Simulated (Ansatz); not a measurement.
The reference is Rh in the fcc (Cu type) structure (space group Fm-3m, No. 225; a = 3.7816 Å; relaxed with 0.1 eV smearing). Axes: x, y, z lie along the cube axes.

All numbers come from PBEsol (Ansatz, an electronic-structure program), spin-orbit coupling left out.

Now apply this change: biaxial strain −1.50 %, plane normal [001], relaxed out of plane (Cartesian); in-plane vectors clamped, the third vector and the atoms free.

Question: Predict the new out-of-plane strain.

Answer: The out-of-plane strain comes out as +1.35 %.

No phonon test of stability was made. All final runs are without spin polarisation.
